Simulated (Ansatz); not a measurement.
The starting structures come from a database of crystals and need not be the phases stable at ambient conditions.

 Where the default PAW files enter, the runs use the earlier of Ansatz's two default sets.

Crystal: NaCoO$_{2}$ (P6_3/mmc, not sure to be the ambient phase, 8 atoms a cell, 9.3 Å³ an atom); planes in its conventional cell.

Level of theory: PBEsol (plane waves, PAW; Ansatz, a quantum-chemistry and plane-wave program).

The gap is the functional's own, uncorrected, and κ follows it; spin-orbit coupling is left out. Mid-gap values are interpolated between the computed energies.

| plane | area of the cell (Å²) | mid-gap κ (1/Å) | largest κ in the gap (1/Å) |
|---|---|---|---|
| (100) | 29.9 | 0.24 | 0.28 |
| (001) | 7.2 | ? | ? |
| (111) | 52.3 | ? | ? |
| (110) | 51.8 | ? | ? |

Task: The slowest decay depends on the direction. Supply the withheld values.

Result: 
- (001), mid-gap κ (1/Å): 0.29
- (001), largest κ in the gap (1/Å): 0.31
- (111), mid-gap κ (1/Å): 0.26
- (111), largest κ in the gap (1/Å): 0.29
- (110), mid-gap κ (1/Å): 0.26
- (110), largest κ in the gap (1/Å): 0.29
